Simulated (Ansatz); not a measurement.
**A computed series for CdTe: response to strain**

Consider CdTe in the zinc blende structure (space group F-43m, No. 216; a = 6.558 Å). Axes: x, y, z lie along the cube axes.

Strains are applied to the cell and any free atomic positions relax.

All numbers come from r2SCAN (Ansatz, a quantum-chemistry and plane-wave program, PAW, spin-orbit coupling left out).

Notes on the quantities. energy relative to the base: free energy F.

```csv
case,electron mass,energy relative to the base,band gap
base,0.090 mₑ (at Γ),0 meV/atom,1.17 eV
uniaxial strain ε_zz = −3.00 %,0.094 mₑ (at Γ),+5.2 meV/atom,1.20 eV
uniaxial strain ε_zz = −2.50 %,0.093 mₑ (at Γ),+3.6 meV/atom,1.19 eV
uniaxial strain ε_zz = −2.00 %,0.093 mₑ (at Γ),+2.3 meV/atom,1.19 eV
uniaxial strain ε_zz = −1.50 %,0.092 mₑ (at Γ),+1.3 meV/atom,1.18 eV
uniaxial strain ε_zz = −1.00 %,0.091 mₑ (at Γ),+0.6 meV/atom,1.18 eV
uniaxial strain ε_zz = −0.50 %,0.090 mₑ (at Γ),+0.1 meV/atom,1.17 eV
```

With Te present, leaving out spin-orbit coupling can change the band edges. Masses are band curvatures over ±0.01 Å⁻¹ around the edge. Whether these cells are dynamically stable was not tested.
